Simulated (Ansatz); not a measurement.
Cost and result by functional for the adsorption energy of F on the 1x1 (110) surface of 3C silicon carbide (cut with top plane C + Si), one in a 2x2 cell, started at the site 'bridge C-Si (span 3.9 Å)', in Ansatz (plane waves, PAW). Single points on the PBE structure, on one kind of machine; costs are rough ratios of the slab run's core time (references not counted) to the cheapest single point. r2SCAN's cost holds its higher cutoff (500 against 420 eV). Differences are taken against r2SCAN for comparison alone: no measured value is at hand, so the table doesn't rank accuracy.

Host crystal: 3C silicon carbide, with a band gap (PBE, scalar-relativistic without spin-orbit coupling).

Set-up: 49 atoms, 7.7 Å thick at the start under the adsorbate (thin: gaps and levels are the slab's own); mesh 3x3x1; 0.01 eV smearing; dipole correction on; 24 atoms held, the rest relaxed; no symmetry held; spin-polarised, ending with about 1.0 μB a cell; orders that need a larger cell were not tried, no spin-orbit, no U, no dispersion correction. At the end it is bonded to Si. In PBE it is, or lies within 0.03 eV of, the lowest of the starts that converged. These notes are the PBE run's. RPBE: The program's check for a lower electronic state was not made. r2SCAN: The program's check for a lower electronic state was not made. Adsorption energies are against ½ F2(g). A negative adsorption energy means that the adsorbate is more stable on the surface than in its reference.

```csv
functional,relative cost,adsorption energy (eV),less r2SCAN (eV)
RPBE,1,-4.03,0.56
r2SCAN,2,-4.59,0.00
PBE (the relaxed run's value),–,-4.15,0.43
```

The values span 0.56 eV, while the single points' costs differ by a factor of roughly 2. Differences are of unrounded values.

Ansatz is an electronic-structure program.
